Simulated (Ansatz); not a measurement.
Take GaP in the zinc blende structure (space group F-43m, No. 216) as the base.

```
CELL_PARAMETERS angstrom
      0.00000     2.72566     2.72566
      2.72566     0.00000     2.72566
      2.72566     2.72566     0.00000
ATOMIC_POSITIONS crystal
  Ga 0.00000 0.00000 0.00000
  P  0.25000 0.25000 0.25000
```

Cartesian axes are those of the cell as printed.

All numbers come from r2SCAN in Ansatz (plane waves to 500 eV, PAW, scalar-relativistic without spin-orbit coupling).

Before the change:

```
Property   Result
--------  -------
Band gap  1.85 eV
```

The change: compressive biaxial strain of 0.42 % in the plane normal to [111], as in epitaxy on a mismatched substrate; the out-of-plane cell vector and the atoms relax.

Task: What happens to the band gap?

Result: The band gap drops by 0.03 eV (1.85 eV → 1.82 eV).

Task: Predict the new out-of-plane strain.

Result: The out-of-plane strain amounts to +0.18 %.

Task: How does this affect the energy relative to the base?

Result: The energy goes up by 0.5 meV/atom.

Task: What does the calculation give for the in-plane stress after the change?

Result: The mean in-plane stress (compression positive) comes out as +0.9 GPa.

No phonon test of stability was made.

Ansatz is a quantum-chemistry and plane-wave program.
